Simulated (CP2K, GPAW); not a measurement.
A CP2K input for a self-consistent single point of Ba3Sr (Fm-3m, 4 atoms in the cell) (DFT PBEsol, GPW, DZVP-MOLOPT-SR-GTH basis, GTH-PBE potentials (GTH_POTENTIALS)):

```
&GLOBAL
  PROJECT scf
  RUN_TYPE ENERGY_FORCE
  PRINT_LEVEL MEDIUM
&END GLOBAL
&FORCE_EVAL
  METHOD Quickstep
  STRESS_TENSOR ANALYTICAL
  &DFT
    BASIS_SET_FILE_NAME BASIS_MOLOPT
    POTENTIAL_FILE_NAME GTH_POTENTIALS
    &QS
      METHOD GPW
      EPS_DEFAULT 1E-11
    &END QS
    &MGRID
      CUTOFF 500
      REL_CUTOFF 60
      NGRIDS 5
    &END MGRID
    &SCF
      SCF_GUESS ATOMIC
      EPS_SCF 1E-7
      MAX_SCF 100
      ADDED_MOS 8
      &DIAGONALIZATION
        ALGORITHM STANDARD
      &END DIAGONALIZATION
      &MIXING
        METHOD BROYDEN_MIXING
        ALPHA 0.2
        NBUFFER 8
        BETA 1
      &END MIXING
      &SMEAR ON
        METHOD FERMI_DIRAC
        ELECTRONIC_TEMPERATURE [K] 1160.45
      &END SMEAR
    &END SCF
    &KPOINTS
      SCHEME MONKHORST-PACK 7 7 7
    &END KPOINTS
    &XC
      &XC_FUNCTIONAL
        &PBE
          PARAMETRIZATION PBESOL
        &END PBE
      &END XC_FUNCTIONAL
    &END XC
    &PRINT
      &MO
        EIGENVALUES T
        OCCUPATION_NUMBERS T
        NDIGITS 8
        FILENAME mo
        &EACH
          QS_SCF 0
        &END EACH
        ADD_LAST NUMERIC
      &END MO
      &MULLIKEN ON
      &END MULLIKEN
    &END PRINT
  &END DFT
  &SUBSYS
    &CELL
      A 7.02661500 0.00000000 0.00000000
      B 3.51330700 6.08522700 0.00000000
      C 3.51330700 2.02840900 5.73720700
      PERIODIC XYZ
    &END CELL
    &COORD
      SCALED
      Ba       0.25000000     0.25000000     0.25000000
      Ba       0.75000000     0.75000000     0.75000000
      Ba       0.50000000     0.50000000     0.50000000
      Sr       0.00000000     0.00000000     0.00000000
    &END COORD
    &KIND Ba
      BASIS_SET DZVP-MOLOPT-SR-GTH-q10
      POTENTIAL GTH-PBE-q10
    &END KIND
    &KIND Sr
      BASIS_SET DZVP-MOLOPT-SR-GTH-q10
      POTENTIAL GTH-PBE-q10
    &END KIND
  &END SUBSYS
  &PRINT
    &FORCES ON
    &END FORCES
    &STRESS_TENSOR ON
    &END STRESS_TENSOR
  &END PRINT
&END FORCE_EVAL
```

Problem. Write the same calculation as an input for GPAW.

Solution. One input that does it (others would too):

```python
from ase import Atoms
from ase.units import GPa
from gpaw import GPAW, PW, FermiDirac

atoms = Atoms(['Ba', 'Ba', 'Ba', 'Sr'],
              cell=[[0.000000, 4.968567, 4.968567],
                    [4.968567, 0.000000, 4.968567],
                    [4.968567, 4.968567, 0.000000]],
              scaled_positions=[[0.250000, 0.250000, 0.250000],
                                [0.750000, 0.750000, 0.750000],
                                [0.500000, 0.500000, 0.500000],
                                [0.000000, 0.000000, 0.000000]],
              pbc=True)

calc = GPAW(mode=PW(600),
            xc='PBEsol',
            kpts=(7, 7, 7),
            occupations=FermiDirac(0.1),
            nbands=-8,
            symmetry={'symmorphic': False, 'tolerance': 0.0005},
            maxiter=120,
            txt='-')

atoms.calc = calc

energy = atoms.get_potential_energy()
print('Energy (eV):', round(energy, 6))
forces = atoms.get_forces()
print('Forces (eV/Ang):')
print(forces.round(5))
stress = atoms.get_stress()
print('Stress (GPa, Voigt):', (stress / GPa).round(4))
```

Basis, cutoffs, solver keys and any potentials are the target program's own. This input uses DFT PBEsol, plane waves, GPAW PAW datasets PBEsol (made by gpaw-setup). Both were run: pressure 0.41 GPa in CP2K and -0.66 in GPAW.

On GPAW: the starting cell comes from a database of computed structures (which also holds hypothetical and non-ambient phases and stackings), without a prior relaxation at this level. Its lattice was rescaled by a random factor within 2.5 % of one. For this run, on top of that: lattice scaled by 0.98.

On CP2K: the starting cell comes from a database of computed structures (which also holds hypothetical and non-ambient phases and stackings), without a prior relaxation at this level. Its lattice was rescaled by a random factor within 2.5 % of one. For this run, on top of that: lattice scaled by 0.98. Values carry the incompleteness of an atom-centred basis. The potentials were made for another functional than the one used.
